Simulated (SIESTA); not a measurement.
**A self-consistent single point of SiNi (Pmmn, 4 atoms in the cell) with SIESTA**

Method: GGA PBEsol, numerical atomic orbitals DZP, PseudoDojo PBEsol standard norm-conserving potentials (rewritten from UPF to PSML) (SIESTA 5.4.2).

Input:

```
# files in the folder: Si.psml Ni.psml (PseudoDojo PBEsol standard)
SystemName  SiNi
SystemLabel SiNi

NumberOfAtoms                4
NumberOfSpecies              2
%block ChemicalSpeciesLabel
  1 14 Si
  2 28 Ni
%endblock ChemicalSpeciesLabel
LatticeConstant              2.953070 Ang
%block LatticeVectors
     1.000000000    0.000000000    0.000000000
     0.000000000    1.114708083    0.000000000
     0.000000000    0.000000000    1.589471635
%endblock LatticeVectors
AtomicCoordinatesFormat      Bohr
%block AtomicCoordinatesAndAtomicSpecies
     0.000000000    0.000000000    1.391353873  1
     2.790246763    3.110310622    7.478682295  1
     0.000000000    0.000000000    5.832048780  2
     2.790246763    3.110310622    3.037987388  2
%endblock AtomicCoordinatesAndAtomicSpecies

XC.functional                GGA
XC.authors                   PBEsol
PAO.BasisSize                DZP
PAO.EnergyShift              0.005 Ry
MeshCutoff                   350 Ry
%block kgrid.MonkhorstPack
    8   0   0  0.0
    0   7   0  0.0
    0   0   5  0.0
%endblock kgrid.MonkhorstPack
OccupationFunction           FD
ElectronicTemperature        0.05 eV

MaxSCFIterations             150
SCF.Mixer.Method             Broyden
SCF.Mixer.Weight             0.2
SCF.Mixer.History            8
SCF.DM.Tolerance             1.0E-04
Diag.ParallelOverK           true
WriteForces                  true
```

Output (repeated stretches shortened):

```
reinit: Reading from file input.fdf

reinit: System Name: SiNi
reinit: System Label: SiNi

coor:   Atomic-coordinates input format  =     Cartesian coordinates
coor:                                            (in Bohr units)

siesta: Atomic coordinates (Bohr) and species
siesta:      0.00000   0.00000   1.39135  1        1
siesta:      2.79025   3.11031   7.47868  1        2
siesta:      0.00000   0.00000   5.83205  2        3
siesta:      2.79025   3.11031   3.03799  2        4

siesta: System type = bulk

initatomlists: Number of atoms, orbitals, and projectors:      4    64    72

siesta: ******************** Simulation parameters ****************************
redata: Spin configuration                          = none
redata: Time-Reversal Symmetry                      = T
redata: Number of Atomic Species                    =        2
redata: Mesh Cutoff                                 =   350.0000 Ry
redata: Net charge of the system                    =     0.0000 |e|
redata: Min. number of SCF Iter                     =        0
redata: Max. number of SCF Iter                     =      150
redata: SCF convergence failure will abort job
redata: SCF mix quantity                            = Hamiltonian
redata: Mix DM or H after convergence               =   F
redata: Recompute H after scf cycle                 =   F
redata: Mix DM in first SCF step                    =   T
redata: No kicks to SCF
redata: DM Mixing Weight for Kicks                  =     0.5000
redata: Require Harris convergence for SCF          =   F
redata: Harris energy tolerance for SCF             =     0.000100 eV
redata: Require DM convergence for SCF              =   T
redata: DM tolerance for SCF                        =     0.000100
redata: Require EDM convergence for SCF             =   F
redata: EDM tolerance for SCF                       =     0.001000 eV
redata: Require H convergence for SCF               =   T
redata: Hamiltonian tolerance for SCF               =     0.001000 eV
redata: Require (free) Energy convergence for SCF   =   F
redata: (free) Energy tolerance for SCF             =     0.000100 eV
redata: Using DFT-D3 dispersion                     =   F
redata: Using Saved Data (generic)                  =   F
redata: Method of Calculation                       = Diagonalization
redata: Electronic Temperature                      =   580.2259 K
redata: Number of TDED substeps                     =        3
redata: Dynamics option                             = Single-point calculation
redata: Save all siesta data in one NC              =   F
redata: ***********************************************************************

%block SCF.Mixers
  Broyden
%endblock SCF.Mixers

%block SCF.Mixer.Broyden
  # Mixing method
  method broyden

  # Mixing options
  weight 0.2000
  weight.linear 0.2000
  weight.prime 0.2000
  history 8
%endblock SCF.Mixer.Broyden

DM_history_depth set to one: no extrapolation allowed by default for geometry relaxation
Size of DM history Fstack: 1
Total number of electrons:    44.000000
Total ionic charge:    44.000000

* ProcessorY, Blocksize:    1  65

* Orbital distribution balance (max,min):    64    64

k-point displ. along   1 input, could be:     0.00    0.50
 Kpoints in:          160 . Kpoints trimmed:          143

siesta: k-grid: Number of k-points = 143
siesta: k-points from Monkhorst-Pack grid
siesta: k-cutoff (effective) =    11.521 Ang
siesta: k-point supercell and displacements
siesta: k-grid:     8     0     0      0.000
siesta: k-grid:     0     7     0      0.000
siesta: k-grid:     0     0     5      0.000

diag: Algorithm                                     = D&C
diag: Parallel over k                               =   F
diag: Use parallel 2D distribution                  =   F
diag: Parallel block-size                           = 65
diag: Parallel distribution                         =     1 x     1
diag: Used triangular part                          = Lower
diag: Absolute tolerance                            =  0.100E-15
diag: Orthogonalization factor                      =  0.100E-05
diag: Memory factor                                 =  1.0000

superc: Internal auxiliary supercell:     7 x     5 x     5  =     175
superc: Number of atoms, orbitals, and projectors:    700  11200  12600

                        Single-point calculation

superc: Internal auxiliary supercell:     7 x     5 x     5  =     175
superc: Number of atoms, orbitals, and projectors:    700  11200  12600

outcell: Unit cell vectors (Ang):
        2.953070    0.000000    0.000000
        0.000000    3.291811    0.000000
        0.000000    0.000000    4.693821

outcell: Cell vector modules (Ang)   :    2.953070    3.291811    4.693821
outcell: Cell angles (23,13,12) (deg):     90.0000     90.0000     90.0000
outcell: Cell volume (Ang**3)        :     45.6284
new_DM -- step:     1
Initializing Density Matrix...

Attempting to read DM from file... Failed...
DM filled with atomic data:

InitMesh: MESH = 36 x 40 x 54 = 77760
InitMesh: Mesh cutoff (required, used) =   350.000   365.794 Ry

stepf: Fermi-Dirac step function

        iscf     Eharris(eV)        E_KS(eV)     FreeEng(eV)     dDmax    Ef(eV) dHmax(eV)
   scf:    1    -9283.161615    -9337.983568    -9337.992305  1.210158 -3.231165 20.129920
   scf:    2    -9342.357440    -9352.958557    -9352.964622  0.476124 -4.975905  5.811127
   scf:    3    -9355.575938    -9354.939911    -9354.947699  0.076096 -4.646106  0.497991
   scf:    4    -9354.953120    -9354.986444    -9354.994699  0.036482 -4.637693  0.812496
   scf:    5    -9354.832579    -9354.962318    -9354.970075  0.032908 -4.764200  0.953521
   scf:    6    -9355.016134    -9355.010086    -9355.018163  0.013736 -4.702972  0.027197
   scf:    7    -9355.010128    -9355.010109    -9355.018184  0.000633 -4.702264  0.024445
   scf:    8    -9355.010155    -9355.010138    -9355.018205  0.000548 -4.703222  0.003952
   scf:    9    -9355.010143    -9355.010141    -9355.018206  0.000275 -4.703581  0.004159
   scf:   10    -9355.010141    -9355.010141    -9355.018207  0.000079 -4.703481  0.002130
   scf:   11    -9355.010140    -9355.010140    -9355.018207  0.000029 -4.703374  0.000499

SCF Convergence by DM+H criterion
max |DM_out - DM_in|         :     0.0000290102
max |H_out - H_in|      (eV) :     0.0004986588
SCF cycle converged after 11 iterations

Using DM_out to compute the final energy and forces

siesta: E_KS(eV) =            -9355.0101

siesta: E_KS - E_eggbox =     -9355.0101

siesta: Atomic forces (eV/Ang):
     1   -0.000000    0.000000    0.122201
     2   -0.000000   -0.000000   -0.122195
     3   -0.000000   -0.000000   -0.013283
     4    0.000000   -0.000000    0.013277
   Tot    0.000000   -0.000000   -0.000000
   Max    0.122201
   Res    0.050181    sqrt( Sum f_i^2 / 3N )
   Max    0.122201    constrained

Stress tensor Voigt[x,y,z,yz,xz,xy] (kbar):       34.85       30.08       22.12       -0.00       -0.00       -0.00
(Free)E + p*V (eV/cell)    -9355.8446
Target enthalpy (eV/cell)    -9355.0182

siesta: Program's energy decomposition (eV):
siesta: Ebs     =     -1511.879362
siesta: Eions   =     11989.089101
siesta: Ena     =       854.269358
siesta: Ekin    =      4395.670642
siesta: Enl     =     -1418.979342
siesta: Eso     =         0.000000
siesta: Edftu   =         0.000000
siesta: DEna    =        47.645286
siesta: DUscf   =         0.947247
siesta: DUext   =         0.000000
siesta: Ex      =     -1167.820824
siesta: Ec      =       -77.653407
siesta: Exc     =     -1245.474231
siesta: Eharris =     -9355.010140
siesta: Etot    =     -9355.010140
siesta: FreeEng =     -9355.018207

siesta: Atomic forces (eV/Ang):
siesta:      1   -0.000000    0.000000    0.122201
siesta:      2   -0.000000   -0.000000   -0.122195
siesta:      3   -0.000000   -0.000000   -0.013283
siesta:      4    0.000000   -0.000000    0.013277
siesta: ----------------------------------------
siesta:    Tot    0.000000   -0.000000   -0.000000

siesta: Stress tensor (static) (eV/Ang**3):
siesta:     0.021754   -0.000000   -0.000000
siesta:    -0.000000    0.018776    0.000000
siesta:    -0.000000   -0.000000    0.013807

siesta: Cell volume =         45.628391 Ang**3

siesta: Pressure (static):
siesta:                Solid            Molecule  Units
siesta:          -0.00019727         -0.00016439  Ry/Bohr**3
siesta:          -0.01811236         -0.01509328  eV/Ang**3
siesta:         -29.01920598        -24.18210054  kBar
```

The run converged in 11 iterations.

The starting cell comes from a database of computed structures (which also holds hypothetical and non-ambient phases and stackings), without a prior relaxation at this level. Its lattice was rescaled by a random factor within 2.5 % of one. Spin polarisation is off. Values carry the incompleteness of an atom-centred basis.

Cost on one core of a shared machine: roughly 2 min.
